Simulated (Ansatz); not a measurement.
Ca$_{3}$SnO in the anti-perovskite structure (space group Pm-3m, No. 221)

Space group Pm-3m (No. 221); a = 4.775 Å, b = 4.775 Å, c = 4.775 Å, α = 90.00°, β = 90.00°, γ = 90.00°

```json
[
 {"atom": "Ca", "site": "3c", "symmetry": "4/mm.m", "x": "0.0000", "y": "0.5000", "z": "0.5000"},
 {"atom": "Sn", "site": "1a", "symmetry": "m-3m", "x": "0.0000", "y": "0.0000", "z": "0.0000"},
 {"atom": "O", "site": "1b", "symmetry": "m-3m", "x": "0.5000", "y": "0.5000", "z": "0.5000"}
]
```

Method: PBEsol, PAW, 420 eV (Ansatz, a first-principles code; scalar-relativistic without spin-orbit coupling). Γ-centred 10×10×10 mesh, Fermi–Dirac width 0.05 eV.

| Quantity | Result |
|---|---|
| Volume per atom | 21.77 Å³ |
| Density | 3.89 g/cm³ |
| Band gap | zero |
| Total energy | -2379.551 eV/atom (σ→0; compares only within this code and set-up) |

No phonon test of stability was made. The final runs are not spin-polarised. The zero or small gap of Ca3SnO can change with the level of theory.
